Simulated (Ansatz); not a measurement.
Ansatz (an electronic-structure program) run on TiTe₂ (P-3m1, 3 atoms in the cell): zone-centre phonon calculation.

Level of theory: LDA (PW92), default PAW files made with PBE (plane waves; Ansatz).

```
CELL_PARAMETERS angstrom
      3.83568     0.00000     0.00000
     -1.91784     3.32180     0.00000
      0.00000     0.00000     6.73841
ATOMIC_POSITIONS crystal
  Ti 0.00000 0.00000 0.00000
  Te 0.66667 0.33333 0.74983
  Te 0.33333 0.66667 0.25017
```

Reference input (self-consistent single point, DFT, LDA (PW92), plane waves, default PAW files made with PBE): basis.ecutwfc = 420 eV; kpoints.mp_grid.grid = 10 10 5; hamiltonian.xc = lda; hamiltonian.pseudopotentials = {kind: paw} (the program's default PAW files); scf.occupations.method = fermi_dirac; scf.occupations.width = 0.1 eV. This run's input differs from it in these lines:

Ansatz 0.2 input:
```diff
@@ -11,3 +11,3 @@
 basis:
-  ecutwfc: 420.0
+  ecutwfc: 505.0
 kpoints:
@@ -19,6 +19,4 @@
   occupations: { method: fermi_dirac, width: 0.1 }
-output:
-  forces: true
-  eigenvalues: true
-  stress: true
+phonons:
+  method: dfpt
```

Output (repeated stretches shortened):

```
SCF iter   1: F=—  HF=-16106.738470 eV  |F-HF|=—  |Δ(HF+E_count)|=         —  Δρ=5.97e-3  dr2=2.24e-2  ethr=1.77e-3  ⟨swp⟩=5.9  Hψ=16852  notcnv=0
all-band conjugate gradients solve this SCF's bands
preconditioner: auto → LDOS
SCF iter   2: F=—  HF=-16106.737182 eV  |F-HF|=—  |Δ(HF+E_count)|=   1.29e-3  Δρ=4.81e-3  dr2=3.20e-2  ethr=5.09e-5  ⟨swp⟩=2.2  Hψ=7461  notcnv=0
   [... lines left out ...]
SCF iter   6: F=—  HF=-16106.733403 eV  |F-HF|=—  |Δ(HF+E_count)|=   1.86e-7  Δρ=6.00e-6  dr2=3.92e-8  ethr=1.81e-9  ⟨swp⟩=2.0  Hψ=6338  notcnv=0
SCF iter   7: F=—  HF=-16106.733403 eV  |F-HF|=—  |Δ(HF+E_count)|=   3.85e-9  Δρ=1.64e-6  dr2=1.66e-9  ethr=8.92e-11  ⟨swp⟩=2.0  Hψ=6810  notcnv=0
SCF iter   8: F=—  HF=-16106.733403 eV  |F-HF|=—  |Δ(HF+E_count)|=  8.11e-10  Δρ=2.66e-7  dr2=2.07e-11  ethr=3.78e-12  ⟨swp⟩=2.0  Hψ=4787  notcnv=0
SCF iter   9: F=-16106.733403 eV  HF=-16106.733403 eV  |F-HF|=1.09e-11  |Δ(HF+E_count)|=  3.27e-11  Δρ=5.10e-8  dr2=9.47e-13  ethr=1.00e-12  ⟨swp⟩=6.0  Hψ=15966  notcnv=0
SCF 1 converged in 9 iterations: F = -16106.733403 eV  dr2 = 9.47e-13
DFPT response loops at Γ: preconditioner auto → Kerker (q_TF=auto, 2.441 Å⁻¹) (partly filled bands, converged f_vac=0.024) …
phonon interpolation: 6 periodic images of 2 blocks of the force constants (a block to an ordered pair of atoms and a translation) lie up to 3.83e-3 Å farther …
Free energy (F): -16106.733403 eV
Internal energy: -16106.685988 eV  (E = F + TS)
E sigma→0 (E₀):  -16106.709695 eV
Entropy (-TS):   -0.047415 eV (-15.805 meV/atom)
Fermi energy:    8.908261 eV
   [... lines left out ...]
  ASR residual: 8.117e-4 → 0.000e0 eV/Å²; symmetrization residual: 1.813e-5 eV/Å²
  ASR residual per site (eV/Å²): 8.12e-4 8.83e-5 8.83e-5
  Γ frequencies (cm⁻¹): 0.00 0.00 0.00 92.16 92.16 127.47 149.90 149.90 240.94
  non-analytic LO–TO correction: not included (Born effective charges unavailable; polar crystals: no LO–TO splitting at Γ)
```

The run converged in 9 iterations. 

Summary of the result:
- Free energy E − TS (on the zero of these files): -16106.7334 eV
- Fermi level (on the code's own zero): 8.91 eV
- Zone-centre frequencies (cm⁻¹; negative means imaginary): 0, 0, 0, 92, 92, 127, 150, 150, 241

The starting cell comes from a database of computed structures (which also holds hypothetical and non-ambient phases and stackings), without a prior relaxation at this level. Its lattice was rescaled by up to half a per cent. Spin-orbit coupling is off. Spin polarisation is off, so a magnetic state, if there is one, cannot be reached.

Cost on one core of a shared machine: roughly 2 min.
